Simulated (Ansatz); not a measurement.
The reference is PbTe in the rock salt structure (space group Fm-3m, No. 225).

```
CELL_PARAMETERS angstrom
      0.00000     3.28473     3.28473
      3.28473     0.00000     3.28473
      3.28473     3.28473     0.00000
ATOMIC_POSITIONS crystal
  Te 0.50000 0.50000 0.50000
  Pb 0.00000 0.00000 0.00000
```

Cartesian axes are those of the cell as printed.

Method: DFT with PBE, PAW potentials and a 420 eV plane-wave cutoff in Ansatz (a program for electronic structure), scalar-relativistic without spin-orbit coupling.

Perturbation: the cell is scaled by 0.9950 in all directions, atoms relaxed at fixed cell.

Question: Predict the stress tensor and what it implies for the stiffness.

Answer: Stress of the strained cell less that of the base (GPa, compression positive):
```
   0.60    0.00    0.00
   0.00    0.60    0.00
   0.00    0.00    0.60
```

Then B = −ΔP/(ΔV/V₀) with ΔV/V₀ = -0.0149 gives secant stiffness values (nonlinear terms included at this strain): B ≈ 40 GPa.

No phonon test of stability was made.
